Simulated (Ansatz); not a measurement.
Consider C in the diamond structure (space group Fd-3m, No. 227; a = 3.5603 Å).

Calculations: Ansatz (a quantum-chemistry and plane-wave program) r2SCAN, scalar-relativistic without spin-orbit coupling, earlier PAW set.

Base values:

* **Gap between the host's bands**: 4.36 eV
* **Gap character**: indirect, Γ → a point along ⟨100⟩, about 1.3 Å⁻¹ from Γ

It is then changed as follows: electron doping at 7.0×10^20 cm⁻³ (0.00790 per cell), with a uniform compensating background at fixed cell and a 300 K Fermi–Dirac width.

Q: What does the calculation give for the gap between the host's bands, Fermi level from band edge and gap character after the change?

A: The gap between the host's bands stays 4.36 eV; the Fermi level relative to the doped band's edge (positive inside the band; to 0.05 eV) is +0.15 eV; the gap character is still indirect, Γ → a point along ⟨100⟩, about 1.3 Å⁻¹ from Γ.

Carriers are added with a uniform compensating background; total energy and stress of such cells depend on the potential's zero and are not compared; many-body gap narrowing is missing at this level. Gaps are read on the SCF mesh and a high-symmetry path. Stability against distortions was not tested.
